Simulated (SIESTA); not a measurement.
Input and output of a self-consistent single point for Hf2Hg (I4/mmm, 3 atoms in the cell) (SIESTA).

Computed with GGA PBEsol, numerical atomic orbitals DZP, PseudoDojo PBEsol standard norm-conserving potentials (rewritten from UPF to PSML) (SIESTA 5.4.2).

```
Hf2Hg
1.0
   -1.65105     1.65105     5.75282
    1.65105    -1.65105     5.75282
    1.65105     1.65105    -5.75282
Hf Hg
2 1
Direct
  0.66573   0.66573   0.00000
  0.33427   0.33427   0.00000
  0.00000   0.00000   0.00000
```

Reference input (self-consistent single point, DFT, LDA PW92, numerical atomic orbitals DZP, PseudoDojo LDA standard norm-conserving potentials (rewritten from UPF to PSML)): XC.functional = LDA; XC.authors = PW92; potentials = PseudoDojo LDA standard; PAO.BasisSize = DZP; PAO.EnergyShift = 0.005 Ry; MeshCutoff = 400 Ry; kgrid.MonkhorstPack = 10 10 10; OccupationFunction = MP; OccupationMPOrder = 0; ElectronicTemperature = 0.05 eV; MaxSCFIterations = 150; SCF.Mixer.Method = Broyden. This run's input differs from it in these lines:

```diff
@@ -1,2 +1,2 @@
-# files in the folder: Hf.psml Hg.psml (PseudoDojo LDA standard)
+# files in the folder: Hf.psml Hg.psml (PseudoDojo PBEsol standard)
 SystemName  Hf2Hg
@@ -23,4 +23,4 @@
 
-XC.functional                LDA
-XC.authors                   PW92
+XC.functional                GGA
+XC.authors                   PBEsol
 PAO.BasisSize                DZP
```

Output (repeated stretches shortened):

```
        iscf     Eharris(eV)        E_KS(eV)     FreeEng(eV)     dDmax    Ef(eV) dHmax(eV)
   scf:    1    -7266.739617    -7486.952079    -7486.958136  1.891519 -1.570919 66.994284
   scf:    2    -7637.376369    -7593.783193    -7593.785689  1.393532 -2.025003 16.988785
   scf:    3    -7599.627834    -7597.031693    -7597.033822  0.206823 -2.135578 10.069233
   scf:    4    -7597.863701    -7598.547945    -7598.550859  0.548104 -2.451698  4.500160
   scf:    5    -7599.081967    -7598.840235    -7598.843040  0.088016 -2.521859  3.195300
   [... 12 lines left out ...]
   scf:   18    -7599.079332    -7599.079332    -7599.082520  0.000027 -2.633440  0.000783
   scf:   19    -7599.079332    -7599.079332    -7599.082520  0.000020 -2.633492  0.000570
   scf:   20    -7599.079333    -7599.079332    -7599.082520  0.000014 -2.633531  0.000453
   scf:   21    -7599.079333    -7599.079332    -7599.082520  0.000010 -2.633560  0.000382
SCF Convergence by DM+H criterion
max |DM_out - DM_in|         :     0.0000095008
max |H_out - H_in|      (eV) :     0.0003821831
SCF cycle converged after 21 iterations

Using DM_out to compute the final energy and forces

siesta: E_KS(eV) =            -7599.0793

siesta: E_KS - E_eggbox =     -7599.0793

siesta: Atomic forces (eV/Ang):
     1    0.000047    0.000047   -0.153356
     2   -0.000047   -0.000047    0.153356
     3    0.000000    0.000000   -0.000000
   Tot    0.000000    0.000000   -0.000000
   Max    0.153356
   Res    0.072293    sqrt( Sum f_i^2 / 3N )
   Max    0.153356    constrained

Stress tensor Voigt[x,y,z,yz,xz,xy] (kbar):       29.67       29.67       24.03        0.08        0.08       -0.06
(Free)E + p*V (eV/cell)    -7600.1707
Target enthalpy (eV/cell)    -7599.0825

   [... lines left out ...]
siesta: FreeEng =     -7599.082520
   [... lines left out ...]
siesta:     0.018521   -0.000038    0.000050
siesta:    -0.000038    0.018521    0.000050
siesta:     0.000050    0.000050    0.015001

siesta: Cell volume =         62.728295 Ang**3

siesta: Pressure (static):
siesta:                Solid            Molecule  Units
siesta:          -0.00018894         -0.00015509  Ry/Bohr**3
siesta:          -0.01734778         -0.01423993  eV/Ang**3
siesta:         -27.79420006        -22.81488767  kBar
```

The run converged in 21 iterations. Against the reference run the pressure goes from -7.53 to -2.78 GPa and the largest force goes from 0.102 to 0.153 eV/Å.

The starting cell comes from a database of computed structures (which also holds hypothetical and non-ambient phases and stackings), without a prior relaxation at this level. Its lattice was rescaled by a random factor within 2.5 % of one. Values carry the incompleteness of an atom-centred basis.

Cost on one core of a shared machine: roughly 3 min.
